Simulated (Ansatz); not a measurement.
We look at the energy of one form of C over another. The value is E(A) − E(B), in meV per atom.

A: C (lonsdaleite, P6₃/mmc), 4 atoms in the cell, k-point mesh 18×18×8 on the run's own vectors.
```
CELL_PARAMETERS angstrom
      2.50119     0.00000     0.00000
     -1.25059     2.16609     0.00000
      0.00000     0.00000     4.16337
ATOMIC_POSITIONS crystal
  C  0.33333 0.66667 0.56278
  C  0.33333 0.66667 0.93722
  C  0.66667 0.33333 0.06278
  C  0.66667 0.33333 0.43722
```

B: C (graphite, P6₃/mmc), 4 atoms in the cell, k-point mesh 18×18×6 on the run's own vectors.
```
CELL_PARAMETERS angstrom
      2.46499     0.00000     0.00000
     -1.23250     2.13474     0.00000
      0.00000     0.00000     6.74191
ATOMIC_POSITIONS crystal
  C  0.00000 0.00000 0.25000
  C  0.00000 0.00000 0.75000
  C  0.33333 0.66667 0.25000
  C  0.66667 0.33333 0.75000
```

Computed with Ansatz (plane waves, PAW), its default PAW set, cutoff 420 eV, 500 eV for r2SCAN. The structures are at rest with PBE+D3(BJ); other levels are single points on them. Neutral cells; Fermi-Dirac smearing of at most 0.05 eV in the solids, energies taken to zero width. The lattices are those relaxed with PBE+D3(BJ), so at other levels the solids can be strained, which adds to the spread. A dispersion term (D3(BJ), or D4 for r2SCAN) was computed beside these levels and is taken off wherever the name lacks it. Static lattices, no vibrational contributions.

Problem. What value does r2SCAN+D4 give?

Solution. 124 meV/atom for A less B, so C (graphite, P6₃/mmc) (B) lies lower.

Problem. How does the value move with the functional?

Solution. 
| Functional | value (meV/atom) | less r2SCAN+D4 |
|---|---|---|
| PBE | 147 | 23 |
| PBE+D3(BJ) | 110 | -14 |
| r2SCAN | 137 | 13 |

The levels span 37 meV/atom, from PBE+D3(BJ) (110) to PBE (147).

Ansatz is a program for electronic structure.
